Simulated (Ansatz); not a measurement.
Base system: ZnSe in the zinc blende structure (space group F-43m, No. 216; a = 5.633 Å). Axes: x, y, z lie along the cube axes.

The values are results of Kohn–Sham DFT with the PBEsol functional, run in Ansatz (a quantum-chemistry and plane-wave program) with PAW and 420 eV plane waves, without spin-orbit coupling, not measurements.

The change: every lattice vector is shortened by 2.00 %, atoms relaxed at fixed cell.

### Question
Predict the stress tensor and what it implies for the stiffness.

### Answer
Stress of the strained cell less that of the base (GPa, compression positive):
```
   4.53    0.00    0.00
   0.00    4.53    0.00
   0.00    0.00    4.53
```

Then B = −ΔP/(ΔV/V₀) with ΔV/V₀ = -0.0588 gives secant stiffness values (nonlinear terms included at this strain): B ≈ 77 GPa.

As a check, the harmonic strain energy −½ V₀ Δσ:ε is 19 meV/atom; the computed energy rise is 18 meV/atom.

Whether these cells are dynamically stable was not tested.
